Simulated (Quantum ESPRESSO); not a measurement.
A user runs Quantum ESPRESSO on NaErF₄ (P4/mmm, 6 atoms in the cell) and asks whether the run is sound. The aim is a self-consistent single point with DFT, PBEsol, plane waves, SSSP 1.1.2 efficiency (PBE) pseudopotentials.

Cell that was meant: a = 3.6681 Å, b = 3.6681 Å, c = 5.3102 Å, α = 90.00°, β = 90.00°, γ = 90.00°.

Part of the input:

```fortran
    occupations = 'smearing',
    smearing = 'fermi-dirac',
    degauss = 0.00147,
    nbnd = 30,
    nspin = 2,
    starting_magnetization(2) = 0.136,
    input_dft = 'pbesol',
```

Log, with long lists cut:

```
     G-vector sticks info
     --------------------
     sticks:   dense  smooth     PW     G-vecs:    dense   smooth      PW
   [... lines left out ...]
        k(    1) = (   0.1000000   0.1000000   0.1151265), wk =   0.1066667
        k(    2) = (   0.1000000   0.1000000  -0.3453794), wk =   0.0533333
        k(    3) = (   0.1000000   0.3000000   0.1151265), wk =   0.2133333
   [... 9 lines left out ...]

     Dense  grid:    65059 G-vectors     FFT dimensions: (  45,  45,  64)

     Smooth grid:    23045 G-vectors     FFT dimensions: (  32,  32,  45)

     Initial potential from superposition of free atoms

     starting charge      58.9895, renormalised to      59.0000
     Self-consistent Calculation

     iteration #  1     ecut=    50.00 Ry     beta= 0.30

     total energy              =   -1167.23103681 Ry
     estimated scf accuracy    <       0.61144393 Ry

     total magnetization       =     1.00 Bohr mag/cell
     absolute magnetization    =     1.12 Bohr mag/cell

     iteration #  2     ecut=    50.00 Ry     beta= 0.30

     total energy              =   -1167.32724708 Ry
     estimated scf accuracy    <       0.08009942 Ry

     total magnetization       =     1.00 Bohr mag/cell
     absolute magnetization    =     1.27 Bohr mag/cell

   [... lines left out ...]

     total magnetization       =     1.00 Bohr mag/cell
     absolute magnetization    =     1.17 Bohr mag/cell

     iteration # 30     ecut=    50.00 Ry     beta= 0.30

     Magnetic moment per site  (integrated on atomic sphere of radius R)
     atom   1 (R=0.261)  charge=  7.9587  magn= -0.0001
     atom   2 (R=0.248)  charge= 17.9126  magn=  0.9421
     atom   3 (R=0.248)  charge=  6.9021  magn=  0.0146
     atom   4 (R=0.248)  charge=  6.9021  magn=  0.0146
     atom   5 (R=0.248)  charge=  6.9021  magn=  0.0146
     atom   6 (R=0.248)  charge=  6.9021  magn=  0.0146
     End of self-consistent calculation

     the Fermi energy is     7.8184 ev

!    total energy              =   -1167.41732530 Ry
     estimated scf accuracy    <          6.4E-12 Ry
     smearing contrib. (-TS)   =      -0.00132866 Ry
     internal energy E=F+TS    =   -1167.41599664 Ry

     total magnetization       =     1.00 Bohr mag/cell
     absolute magnetization    =     1.17 Bohr mag/cell

     convergence has been achieved in  30 iterations

     Forces acting on atoms (cartesian axes, Ry/au):

     atom    1 type  1   force =     0.00000000    0.00000000    0.00000000
     atom    2 type  2   force =     0.00000000    0.00000000    0.00000000
     atom    3 type  3   force =     0.00000000    0.00000000    0.01982544
   [... lines left out ...]

     Total force =     0.039651     Total SCF correction =     0.000002

          total   stress  (Ry/bohr**3)                   (kbar)     P=      106.98
   0.00074554   0.00000000   0.00000000          109.67        0.00        0.00
   0.00000000   0.00074554   0.00000000            0.00      109.67        0.00
   0.00000000   0.00000000   0.00069062            0.00        0.00      101.59

   JOB DONE.
```

Problem. Is anything amiss in this input, and did it matter?

Solution. The run is not sound. The fault is too few bands. The band count has to hold all valence electrons, and a smeared run needs empty bands on top for the tail of the occupations. To fix it, raise the band count or leave it to the default. The run converged in 30 iterations without an error; against the sound input the free energy goes up by 198 meV/atom, the pressure moves little (10.62 to 10.70 GPa), the largest force moves little (0.501 to 0.510 eV/Å) and the size of the net moment goes from 0.50 to 0.17 μB/atom.

The sound input it was made from differs as follows (other fixes are possible):
```diff
-    nbnd = 30,
```

With that input, the run converged in 24 iterations: free energy E − TS -15884.7080 eV; Fermi level (on the code's own zero) 8.15 eV; pressure 10.62 GPa; largest force (vector length) 0.501 eV/Å; size of the cell's spin moment 3.00 μB (DFT, PBEsol, plane waves, SSSP 1.1.2 efficiency (PBE) pseudopotentials).

On the sound input: the starting cell comes from a database of computed structures (which also holds hypothetical and non-ambient phases and stackings), without a prior relaxation at this level. Its lattice was rescaled by a random factor within 2.5 % of one. With one magnetic atom in the cell only a parallel order is possible. With U or open f shells several self-consistent states can exist. The f electrons are in the valence without U or exact exchange, which can misplace them near the Fermi level. Spin-orbit terms, which matter for f shells, are left out. With a pressure of about 11 GPa the cell is away from its equilibrium volume at this level. Without a gap this mesh is coarse (it stands for a supercell whose shortest vector is 16 Å).
